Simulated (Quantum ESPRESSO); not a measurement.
A user runs Quantum ESPRESSO on VPt2 (Immm, 3 atoms in the cell) and asks whether the run is sound. The aim is a self-consistent single point with DFT, PBEsol, plane waves, SSSP 1.1.2 efficiency (PBE) pseudopotentials.

Cell that was meant: a = 4.7740 Å, b = 4.7740 Å, c = 4.7740 Å, α = 146.77°, β = 133.10°, γ = 58.69°.

Part of the input:

```fortran
    occupations = 'smearing',
    smearing = 'fermi-dirac',
    degauss = 0.0073499,
    nbnd = 23,
    nspin = 2,
    starting_magnetization(2) = 0.154,
    input_dft = 'pbesol',
```

Output (repeated stretches shortened):

```
     Message from routine setup:
     using ibrav=0 with symmetry is DISCOURAGED, use correct ibrav instead
     G-vector sticks info
   [... lines left out ...]
        k(    2) = (   0.2185909   0.1570403   0.0000000), wk =   0.0078125
        k(    3) = (   0.4371817   0.3140805   0.0000000), wk =   0.0078125
   [... 92 lines left out ...]

     Dense  grid:    39313 G-vectors     FFT dimensions: (  60,  60,  60)

     Smooth grid:    13961 G-vectors     FFT dimensions: (  45,  45,  45)

     Initial potential from superposition of free atoms

     starting charge      43.9987, renormalised to      45.0000

     negative rho (up, down):  1.868E-01 1.870E-01
     Self-consistent Calculation

     iteration #  1     ecut=    50.00 Ry     beta= 0.30

     negative rho (up, down):  1.771E-01 1.782E-01

     total energy              =    -564.13284336 Ry
     estimated scf accuracy    <       5.11879468 Ry

     total magnetization       =     0.43 Bohr mag/cell
     absolute magnetization    =     1.54 Bohr mag/cell

     iteration #  2     ecut=    50.00 Ry     beta= 0.30

     negative rho (up, down):  1.775E-01 1.785E-01

     total energy              =    -565.35608773 Ry
     estimated scf accuracy    <       5.54573887 Ry

   [... lines left out ...]

     total energy              =    -565.61058899 Ry
     estimated scf accuracy    <          7.4E-09 Ry

     total magnetization       =     0.00 Bohr mag/cell
     absolute magnetization    =     0.00 Bohr mag/cell

     iteration # 47     ecut=    50.00 Ry     beta= 0.30

     negative rho (up, down):  1.743E-01 1.743E-01

     Magnetic moment per site  (integrated on atomic sphere of radius R)
     atom   1 (R=0.229)  charge= 13.6945  magn=  0.0000
     atom   2 (R=0.229)  charge= 13.6945  magn=  0.0000
     atom   3 (R=0.232)  charge= 11.3659  magn= -0.0000
     End of self-consistent calculation

     Number of k-points >= 100: set verbosity='high' to print the bands.

     the Fermi energy is    21.4193 ev

!    total energy              =    -565.61058899 Ry
     estimated scf accuracy    <          3.7E-10 Ry
     smearing contrib. (-TS)   =      -0.00350329 Ry
     internal energy E=F+TS    =    -565.60708570 Ry

     total magnetization       =     0.00 Bohr mag/cell
     absolute magnetization    =     0.00 Bohr mag/cell

     convergence has been achieved in  47 iterations

     negative rho (up, down):  1.743E-01 1.743E-01

     Forces acting on atoms (cartesian axes, Ry/au):

     atom    1 type  1   force =     0.00000000   -0.00000000    0.01778056
   [... lines left out ...]
     Total force =     0.025146     Total SCF correction =     0.000017
   [... lines left out ...]

     negative rho (up, down):  1.743E-01 1.743E-01
          total   stress  (Ry/bohr**3)                   (kbar)     P=      -29.51
  -0.00009267   0.00000000   0.00000000          -13.63        0.00        0.00
   0.00000000  -0.00039767   0.00000000            0.00      -58.50        0.00
   0.00000000   0.00000000  -0.00011151            0.00        0.00      -16.40

   JOB DONE.
```

Q: Is anything amiss in this input, and did it matter?

A: The run is not sound. The fault is too few bands. Each band holds two electrons without spin (one with spinors), and smearing needs some empty bands above the Fermi level. To fix it, raise the band count or leave it to the default. The run converged in 47 iterations without an error; against the sound input the free energy rises by 59.5 meV/atom, the pressure goes from -3.88 to -2.95 GPa and the largest force goes from 0.392 to 0.457 eV/Å. The full log also holds: “c_bands:  1 eigenvalues not converged”.

The sound input it was made from differs as follows (other fixes are possible):
```diff
-    nbnd = 23,
```

With that input, the run converged in 18 iterations: free energy E − TS -7695.7026 eV; Fermi level (on the code's own zero) 21.17 eV; pressure -3.88 GPa; largest force (vector length) 0.392 eV/Å; size of the cell's spin moment 0.00 μB (DFT, PBEsol, plane waves, SSSP 1.1.2 efficiency (PBE) pseudopotentials).

On the sound input: the starting cell comes from a database of published, mostly measured structures (it also holds non-ambient and calculated ones), without a prior relaxation at this level. Spin-orbit coupling is off. The starting moments vanished: the run ended non-magnetic, which need not be the lowest state. With a pressure of about -4 GPa the cell is away from its equilibrium volume at this level.
